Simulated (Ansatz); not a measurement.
The reference is Zr in the hcp (Mg type) structure (space group P6_3/mmc, No. 194; a = 3.232 Å, c = 5.174 Å).

Structures relaxed with PBE (Ansatz, an electronic-structure program), spin-orbit coupling left out, earlier PAW set.

Base:

Simulated powder pattern, Mo Kα, λ = 0.71073 Å (kinematic, ideal powder, no thermal factors, no anomalous dispersion; the 14 strongest lines at most, above 2 %, up to 2θ = 40°):

```csv
2θ (°),I/Imax (%),hkl
14.59,23,(100)
15.79,25,(002)
16.60,100,(101)
21.56,16,(102)
25.41,20,(110)
28.01,23,(103)
29.42,3.2,(200)
30.06,24,(112)
30.51,17,(201)
31.89,3.4,(004)
33.56,4.3,(202)
35.24,3.7,(104)
38.18,8.5,(203)
39.26,2.6,(210)
```

After one change:

Simulated powder pattern, Mo Kα, λ = 0.71073 Å (kinematic, ideal powder, no thermal factors, no anomalous dispersion; the 14 strongest lines at most, above 2 %, up to 2θ = 40°):

| 2θ (°) | I/Imax (%) |
|---|---|
| 15.98 | 23 |
| 16.57 | 28 |
| 18.02 | 100 |
| 23.10 | 17 |
| 27.87 | 19 |
| 29.79 | 23 |
| 32.29 | 3.0 |
| 32.60 | 23 |
| 33.39 | 16 |
| 33.50 | 3.6 |
| 36.50 | 4.1 |
| 37.33 | 3.8 |

Which change produced these results?
A) pressure −2 GPa
B) pressure −1 GPa
C) pressure 9 GPa
D) pressure 30 GPa

D, pressure 30 GPa. Its volume per atom is 18.60 Å³ against 23.40 Å³, and its space group is P6_3/mmc (No. 194).

Load acts through the strain it causes; cell and atoms are relaxed under it. Whether these cells are dynamically stable was not tested. All final runs are without spin polarisation. Measured, Zr leaves this structure (for the ω phase) near 3 GPa (temperature not stated; as listed in C. Cazorla, D. Alfè, M. J. Gillan, Physical Review B (2008)).
